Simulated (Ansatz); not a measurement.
MgO (model structure, started from the CsCl type, Pm-3m, No. 221, 2 atoms in the cell; like a known high-pressure phase) was calculated with r²SCAN+rVV10 (Ansatz, a quantum-chemistry and plane-wave program, PAW).

The input as run:

Ansatz 0.2 input:
```yaml
crystal:
  lattice:
    - [2.6348518367, 0.0, 0.0]
    - [0.0, 2.6348518367, 0.0]
    - [0.0, 0.0, 2.6348518367]
  atoms:
    - { symbol: Mg, position: [0.0, 0.0, 0.0] }
    - { symbol: O, position: [0.5, 0.5, 0.5] }
basis:
  ecutwfc: 560
  ecutrho_ratio: 4
  xc_grid: 3
kpoints:
  mp_grid: { grid: [14, 14, 14] }
hamiltonian:
  xc: r2scan
  dispersion: rvv10
  pseudopotentials: { kind: paw }
scf:
  occupations: { method: fermi_dirac, width: 0.01 }
output:
  forces: true
  stress: true
  eigenvalues: true
relax:
  f_tol: 0.004
  escape_saddle: false
  max_steps: 80
```

Excerpt of the program's output:

```
WARN output.stress: scf.convergence.dr2_threshold = 1e-7 eV (the SCF's general default) is looser than the 2e-10 eV advised for a printed stress (1e-10 eV for …
Relaxation: its limit of steps is 80 (relax.max_steps)
Crystal: 2 atoms, lattice volume = 18.292 Å³
Basis set: ecut = 560 eV, 515 PW (Γ), exchange–correlation on 72×72×72 points (27 copies of the dense FFT grid, shifted against one another)
Bands: 12, of which v1, the nominal top of the filled ones, is band 8 counted from 1 (7 counted from 0)
Symmetry: 48 space group operations
Space group: Pm-3m (ITA 221), of the structure as read, at distance tolerance 2.6e-5 Å
k-points: 120 of 2744
Functional: x = r2scan, c = r2scan + rvv10(b = 11.95, C = 0.0093); τ floored in thin density (d = 2e-4 eV/Å³)
SCF iter   1: F=—  HF=-2495.951662 eV  |F-HF|=—  |Δ(HF+E_count)|=         —  Δρ=9.03e-3  dr2=8.51e-3  dr2_τ=5.73e-2
SCF iter   2: F=—  HF=-2496.055302 eV  |F-HF|=—  |Δ(HF+E_count)|=   1.04e-1  Δρ=4.61e-3  dr2=2.25e-3  dr2_τ=1.23e-4
  ...
SCF 1 converged in 7 iterations: F = -2496.055215 eV  dr2 = 1.08e-8
Crystal: 2 atoms, lattice volume = 18.292 Å³
Initial density: handed on by an earlier stage of this run
SCF iter   1: F=—  HF=-2496.055215 eV  |F-HF|=—  |Δ(HF+E_count)|=         —  Δρ=7.70e-6  dr2=1.08e-8  dr2_τ=3.64e-10
SCF iter   2: F=-2496.055215 eV  HF=-2496.055215 eV  |F-HF|=8.77e-10  |Δ(HF+E_count)|=   1.64e-9  Δρ=4.03e-6  dr2=1.46e-9  dr2_τ=5.77e-10
SCF 2 converged in 2 iterations: F = -2496.055215 eV  dr2 = 1.46e-9
SCF converged after 2 iterations
Free energy (F): -2496.055215 eV
Internal energy: -2496.055215 eV  (E = F + TS)
E sigma→0 (E₀):  -2496.055215 eV
Fermi energy:    11.404774 eV
--- Stress (GPa, compression-positive) ---
       -3.054650       0.000000      -0.000000
        0.000000      -3.054650       0.000000
       -0.000000       0.000000      -3.054650
  P = ⅓ Tr σ = -3.0547 GPa (-30.547 kbar)
```

The cell is one volume of an energy–volume scan, off the minimum.

The PAW data were made under PBE.

A model structure was made by putting elements into a prototype or built by hand; it is no filed structure, need not be a known phase, and can be a saddle point held by its symmetry.
